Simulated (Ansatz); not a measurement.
## MgB2, response to strain

The parent structure is MgB2 (space group P6/mmm, No. 191; a = 3.064 Å, c = 3.498 Å; relaxed with 0.1 eV smearing). Axes: x lies along a and z along c of the hexagonal cell.

Strains are applied to the cell and any free atomic positions relax.

The values are results of DFT with PBEsol, PAW potentials and a 420 eV plane-wave cutoff in Ansatz (a program for electronic structure), scalar-relativistic without spin-orbit coupling, not measurements.

Candidates:
(a) uniaxial strain ε_zz = −2.50 %
(b) uniaxial strain ε_zz = +3.00 %
(c) uniaxial strain ε_zz = −1.50 %

Notes on the quantities. energy relative to the base: free energy F.

### Question
Order them by energy relative to the base, highest first.

### Answer
(b) uniaxial strain ε_zz = +3.00 % (+6.9 meV/atom), (a) uniaxial strain ε_zz = −2.50 % (+5.0 meV/atom), (c) uniaxial strain ε_zz = −1.50 % (+1.8 meV/atom)

Stability against distortions was not tested. The final runs are not spin-polarised.
